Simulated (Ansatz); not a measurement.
**MgS: pressure series**

The parent structure is MgS in the rock salt structure (space group Fm-3m, No. 225; a = 5.1551 Å).

Cell and atoms are relaxed at each pressure.

Levels (all Ansatz, a quantum-chemistry and plane-wave program, PAW): PBE-D3(BJ) (420 eV, no spin-orbit coupling); HSE06 (420 eV, no spin-orbit coupling).

```tsv
pressure (GPa)	band gap, PBE-D3(BJ) (eV)	band gap, HSE06 (eV)
-2	2.79	3.81
0	2.85	3.87
0.3	?	?
0.7	2.87	3.89
1.5	2.89	3.91
3	2.92	3.95
5	2.96	4.00
7.5	3.01	4.05
10	3.05	4.10
```

Problem. Fit E_g = E₀ + αP + βP² to the rows shown and predict the withheld row.

Solution. Least squares on the printed values gives 

- PBE-D3(BJ): E₀ = 2.85 eV, α = 26.3 meV/GPa, β = -0.63 meV/GPa² (largest residual 0.00 eV); this predicts 2.86 eV, and the run gives 2.86 eV, in agreement
- HSE06: E₀ = 3.87 eV, α = 28.5 meV/GPa, β = -0.55 meV/GPa² (largest residual 0.00 eV); this predicts 3.88 eV, and the run gives 3.88 eV, in agreement.

Single points use the geometry relaxed with PBE-D3(BJ). HSE06 was sampled on its mesh, a few special points and the semilocal edge points, so its gap is an upper bound. Load acts through the strain it causes; cell and atoms are relaxed under it. Whether these cells are dynamically stable was not tested. No other phases were tried under pressure. The base started in Pnma and relaxed to Fm-3m at this level.
